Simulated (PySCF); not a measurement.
PySCF 2.14.0, TPSSH/def2-tzvp, df: La(Br)2(Me) ([CH3][La]([Br])[Br]), 7 atoms. The geometry is a generated start, not checked to be a minimum at this level.

task: energy
method: tpssh
basis: def2-tzvp
two-electron scheme: density fitting
mol.max_memory: 3000 MB
mf.max_cycle: 100
mf.init_guess: minao (default)
mf.DIIS: CDIIS (default)
mf.diis_space: 8 (default)
mf.conv_tol: 1e-09 (default)
mf.grids.level: 3 (default)
effective core potentials: those of the basis set, past Kr
basis functions: 185
grid points: 109096

```xyz
7

La    -0.9053     0.2345    -0.6249
Br    -3.3483    -0.9218    -1.3638
Br    -1.6568     2.4605    -2.1398
C      1.2234    -0.3755     0.8537
H      1.6578     0.5109     1.3235
H      2.0355    -0.8400     0.2850
H      0.9936    -1.0686     1.6664
```

Charge 0 and multiplicity 1 are set for this test and not shown to be the ground state.

One run each on 2 threads, 1 BLAS thread. Values of level_shift (Hartree) tried: 0 (default), 0.1, 0.3, 1.

Problem. How does the count of Fock builds change with level_shift (Hartree), and where is it least?

Solution. Fewest Fock builds: 0 (default) with 13. The count rises to 86 at 1. All converge to one solution.

```json
[
 {"level_shift (Hartree)": "0 (default)", "Fock builds": "13", "end": "same solution"},
 {"level_shift (Hartree)": "0.1", "Fock builds": "16", "end": "same solution"},
 {"level_shift (Hartree)": "0.3", "Fock builds": "30", "end": "same solution"},
 {"level_shift (Hartree)": "1", "Fock builds": "86", "end": "same solution"}
]
```
